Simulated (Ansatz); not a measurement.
## Pressure series in AgRhO2

Base system: AgRhO2 (space group R-3m, No. 166; a = 3.054 Å, c = 18.576 Å (hexagonal axes); a model cell, its experimental status unchecked).

Cell and atoms are relaxed at each pressure.

The values are results of Ansatz (a first-principles code) PBEsol, no spin-orbit coupling, not measurements.

```json
[
 {"case": "base", "band gap": "0.42 eV", "width of the top valence band": "1.07 eV", "c/a ratio": "6.083"},
 {"case": "pressure −2 GPa", "band gap": "0.41 eV", "width of the top valence band": "1.02 eV", "c/a ratio": "?"},
 {"case": "pressure −1 GPa", "band gap": "0.41 eV", "width of the top valence band": "1.05 eV", "c/a ratio": "6.074"},
 {"case": "pressure 3 GPa", "band gap": "0.44 eV", "width of the top valence band": "1.15 eV", "c/a ratio": "6.114"},
 {"case": "pressure 7 GPa", "band gap": "0.45 eV", "width of the top valence band": "1.26 eV", "c/a ratio": "6.156"},
 {"case": "pressure 15 GPa", "band gap": "0.49 eV", "width of the top valence band": "?", "c/a ratio": "6.242"},
 {"case": "pressure 30 GPa", "band gap": "?", "width of the top valence band": "1.90 eV", "c/a ratio": "6.401"},
 {"case": "pressure 50 GPa", "band gap": "0.46 eV", "width of the top valence band": "?", "c/a ratio": "6.595"},
 {"case": "pressure 75 GPa", "band gap": "0.24 eV", "width of the top valence band": "2.93 eV", "c/a ratio": "6.798"},
 {"case": "pressure 100 GPa", "band gap": "zero", "width of the top valence band": "–", "c/a ratio": "6.963"}
]
```

Question: Some entries are withheld; estimate them.

Answer: 
- pressure −2 GPa, c/a ratio: 6.064
- pressure 15 GPa, width of the top valence band: 1.48 eV
- pressure 30 GPa, band gap: 0.54 eV
- pressure 50 GPa, width of the top valence band: 2.48 eV

Load acts through the strain it causes; cell and atoms are relaxed under it. Stability against distortions was not tested. Competing high-pressure phases were not computed. No Hubbard U is applied, and correlation can decide whether such a compound is a metal. All final runs are without spin polarisation. Gaps under 0.05 eV, about the width of the smearing, are given as zero. The zero or small gap of AgRhO2 under pressure 75 GPa and AgRhO2 under pressure 100 GPa can change with the level of theory.
